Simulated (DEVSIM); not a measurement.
System: Mo/SiO2/n-Si capacitor, at 300 K.

Layer 1 from the left is SiO2, thickness (nm) 20.0. Layer 2 from the left is Si, thickness (nm) 17000, Nd (cm⁻³) 1.1e15.

Metal gate on the left, work function 4.6 eV. Fixed charge at the semiconductor interface -2e11 cm⁻² (in units of +e); interface traps 1e11 cm⁻² eV⁻¹, uniform in energy, neutral level at 0.7 of the gap above the valence band.

This is a model device: material constants are rounded textbook-type values typed into the input, and sizes, dopings and lifetimes were drawn at random. Values at 300 K.

SiO2: gap (eV) 9, affinity (eV) 0.9, permittivity 3.9. Si: gap (eV) 1.124, affinity (eV) 4.05, permittivity 11.7, Nc (cm⁻³) 2.86e19, Nv (cm⁻³) 3.1e19.

DEVSIM, 1D Poisson equation in equilibrium, Boltzmann statistics, complete ionisation; no quantum confinement or tunnelling. Metal contacts follow the ideal Schottky-Mott rule: no Fermi-level pinning, no interface dipoles.

Task: What does the simulation give for the flat-band voltage, the threshold voltage (band bending 2φF)?

Result: flat-band voltage 0.48 V; threshold voltage (band bending 2φF) -0.26 V.
